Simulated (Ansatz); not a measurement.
The reference is TiO2 in the rutile structure (space group P4_2/mnm, No. 136; a = 4.6434 Å, c = 2.9638 Å).

Calculations: PBE in Ansatz (plane waves to 420 eV, PAW, no SOC).

One change was made to it. Results:

```tsv
quantity	base	after
shortest interatomic distance	3.700 bohr	3.685 bohr
electron mass	0.58 mₑ along c, 1.2 mₑ across (at Γ)	0.57 mₑ along c, 1.1 mₑ across (at Γ)
c/a ratio	0.638	0.641
band gap	1.86 eV	1.87 eV
```

Name the change that was made.
A. pressure 22.5 GPa
B. pressure 30 GPa
C. pressure 4.5 GPa

C, pressure 4.5 GPa. For comparison, the band gap in the other runs: pressure 30 GPa gives 1.99 eV; pressure 22.5 GPa gives 1.95 eV.

Load acts through the strain it causes; cell and atoms are relaxed under it. Effective masses come from finite differences of ±0.01 Å⁻¹. Stability against distortions was not tested. No other phases were tried under pressure. All final runs are without spin polarisation.

Ansatz is an electronic-structure program.
